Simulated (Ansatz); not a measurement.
How the bulk modulus of MgS (P6₃mc, No. 186, 4 atoms in the cell; start mp-1185942; another space group than a measured phase of this formula) moves with the method

No measured value is used here.

```tsv
level (code)	value (GPa)	cell (Å³/atom)
LDA (Ansatz)	61.2	21.86
PBEsol (Ansatz)	57.5	22.54
r²SCAN (Ansatz)	59.9	22.68
```

LDA, PBEsol, r²SCAN: the bulk modulus is −V dP/dV from two relaxed cells at ±2 % in volume. LDA, PBEsol, r²SCAN: the relaxation could not lower the start's symmetry, so the cell can be a saddle point above a distorted one. Each level is taken at its own relaxed cell. Cutoffs differ between the levels. Ansatz's density-functional and Hartree–Fock values are scalar-relativistic unless marked +SOC, with PAW data made under PBE.

A start named mp-… is a Materials Project structure, which need not be a measured phase.

Ansatz is a program for electronic structure.
